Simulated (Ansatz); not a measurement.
Amorphous Si36P8O92, 136 atoms at 2.36 g/cm³, one PBE-relaxed geometry, zone centre. Methods: PBE, scalar-relativistic without spin-orbit coupling (Ansatz, an electronic-structure program); r2SCAN, scalar-relativistic without spin-orbit coupling (Ansatz); HSE06, scalar-relativistic without spin-orbit coupling (Ansatz). Plane waves to 420 eV (r2SCAN 500 eV); exact exchange is cut at the cell's faces. At PBE the levels at the filled edge of the gap are localised (band-tail or defect states), and the nearest spread-out levels lie 5.8 eV apart at the zone centre. The higher rungs were started with moments on some atoms, which died out.

It comes from a melt-quench run on a machine-learned potential (CHGNet), relaxed afterwards by DFT. O atoms were pushed apart under 1.9 Å during the dynamics, to hinder bonds among them. The hot cell started wider than the set density and was brought back towards it in steps. It is the lowest in DFT energy of 4 quenches. It is a model cell: composition and starting density were chosen by hand, and all elements were melted together. No dispersion term was used. A short ab initio anneal came between quench and relaxation. Its density started from a set value of 2.36 and ended at 2.36 g/cm³. Cooling (nominally 150 K/ps over its main leg) ran many orders faster than in experiment, which tends to leave more defects and strain. One small periodic cell is one sample of the glass; other quenches scatter about these values. The volume was held where the preparation left it and the shape relaxed, at a PBE pressure of 1.7 GPa. Stress components on the final sampling reach 1.7 GPa.

The relaxation ran on the zone centre alone. At PBE the level gap is 4.73 eV on a 2×2×2 Γ-centred mesh, and the spacing at the zone centre alone 4.73 eV.

Problem. What zone-centre spacing does r2SCAN give, roughly?

Solution. 5.39 eV (+0.66 eV against PBE).

Problem. What zone-centre spacing does HSE06 give, roughly?

Solution. 6.52 eV (+1.79 eV against PBE).

The highest filled and the lowest empty state spread over these numbers of atoms (participation numbers): PBE: 2.8 and 116.6; r2SCAN: 2.7 and 118.3; HSE06: 2.7 and 118.0.
